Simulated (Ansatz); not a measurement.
We consider SiO2 (Imma, No. 74, 12 atoms in the cell; start mp-600000; a measured phase of this formula has another space group), described by r²SCAN (plane waves, PAW; Ansatz, a quantum-chemistry and plane-wave program).

Run with plane-wave cutoff 560 eV, 8×8×8 k mesh, Fermi–Dirac smearing 0.01 eV, scalar-relativistic PAW data made under PBE.

Cell (relaxed with PBEsol):

```xyz
12
Lattice="-2.6320 4.7861 4.4605 2.6320 -4.7861 4.4605 2.6320 4.7861 -4.4605" Properties=species:S:1:pos:R:3 pbc="T T T"
Si     0.0000     0.8074     7.5345
Si     2.6320     3.9787    -3.0740
Si     2.6320    -0.8074     3.0740
Si     0.0000     5.5935     1.3865
O      2.6320    -2.3931     3.3957
O      0.0000     7.1792     1.0648
O      1.3160     5.1832     2.2302
O      1.3160    -0.3971     2.2302
O      1.3160     4.3890    -2.2302
O     -1.3160     5.1832     2.2302
O      0.0000     0.0000     0.0000
O      0.0000     4.7861     0.0000
```

Task: What does this level give for the band gap?

Result: 
- band gap = 6.13 eV (direct)

Note: cell and atoms aren't relaxed at this level (largest force component 0.18 eV/Å, pressure -1.6 GPa).

A start named mp-… is a Materials Project structure, which need not be a measured phase.
